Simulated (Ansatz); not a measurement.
The parent structure is IrO2 in the rutile structure (space group P4_2/mnm, No. 136; a = 4.472 Å, c = 3.154 Å).

The values are results of PBEsol (Ansatz, a quantum-chemistry and plane-wave program, PAW, no spin-orbit coupling), not measurements.

Base values:

| Property | Value |
|---|---|
| Pressure | 0.0 GPa |
| Band gap | zero |

Modification: the cell is scaled by 1.0284 in all directions, atoms relaxed at fixed cell.

**Question.** How does this affect the energy relative to the base?

**Answer.** The energy increases by 66 meV/atom.

**Question.** Predict the new pressure.

**Answer.** The pressure (mean of the normal stresses, compression positive) goes from zero to -21.0 GPa.

**Question.** What does the calculation give for the band gap after the change?

**Answer.** The band gap remains zero.

The cells carry an imposed strain or load. Whether these cells are dynamically stable was not tested. No Hubbard U is applied, and correlation can decide whether such a compound is a metal. All final runs are without spin polarisation.
